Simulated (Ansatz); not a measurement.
The parent structure is CdTe in the zinc blende structure (space group F-43m, No. 216; a = 6.558 Å). Axes: x, y, z lie along the cube axes.

All numbers come from Ansatz (a program for electronic structure) r2SCAN, spin-orbit coupling left out.

For the base:

* **Valence-band top at Γ**: 0.00, 0.00, 0.00 eV
* **Valley order**: Γ 1.17 eV; L along ⟨111⟩ 2.20 eV

Modification: uniaxial strain ε_xx = +0.81 %, all other strain components held at zero, atoms relaxed at fixed cell.

Problem. What does the calculation give for the valence-band top at Γ after the change?

Solution. The valence-band top at Γ (three highest levels, from the VBM) becomes 0.00, 0.00, -0.03 eV (base: 0.00, 0.00, 0.00 eV).

Problem. Predict the new valley order.

Solution. The valley order (the lowest conduction-band minima on the path, energy above the VBM, named in the base's zone) changes from Γ 1.17 eV; L along ⟨111⟩ 2.20 eV to Γ 1.13 eV; L along [1-11] 2.18 eV.

With Te present, leaving out spin-orbit coupling can change the band edges. The levels and masses belong to the bands next to the band gap. Stability against distortions was not tested.
